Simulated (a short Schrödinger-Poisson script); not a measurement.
Structure: gated Al0.4Ga0.6N/GaN polarisation-induced gas, at 300 K.

```tsv
layer	material	thickness (nm)	Na (cm⁻³)
1	Al0.4Ga0.6N	20	-
2	GaN	6000	4e14
```

The device is made up for the run: typed textbook-type constants, with dimensions and the other settings drawn at random. Al0.4Ga0.6N: permittivity 9.26, conduction-band edge (eV) 0.58, gap (eV) 4.258, electron mass (mₑ) 0.248, Nv at 300 K (cm⁻³) 4.6e19. GaN: permittivity 9.5, conduction-band edge (eV) 0, gap (eV) 3.43, Nv at 300 K (cm⁻³) 4.6e19.

Channel valleys (confinement mass, in-plane density-of-states mass, number): Γ 0.2, 0.2, 1. At the gate the conduction-band edge of layer 1 lies 1.36 eV − eVg above the Fermi level of the channel; the field vanishes at the back. Sheet of polarisation charge: +2e13 e/cm² at 20 nm from the gate. The barrier under the gate holds no holes. Gaps are held at their typed values at every temperature. Mesh 0.08 nm at interfaces.

Solved with a short Schrödinger-Poisson script written for these runs: 1D Poisson equation in equilibrium, electrons quantum, Hartree (BenDaniel-Duke, 40 states a valley, the channel's in-plane mass for all, wave functions free to enter the barrier), parabolic valleys, classical holes, full ionisation, no traps, pinning or gate leakage.

Q: List the lowest subbands of each valley and their electrons at Vg = 0.5 V.

A: 
```
valley  subband  energy from the Fermi level (meV)  electrons (cm⁻²)  share (%)
------  -------  ---------------------------------  ----------------  ---------
Γ             0                             -182.4           1.52e13       85.4
Γ             1                              -11.5           2.03e12       11.4
Γ             2                               45.7           3.40e11        1.9
```

All electrons: 1.79e13 cm⁻².
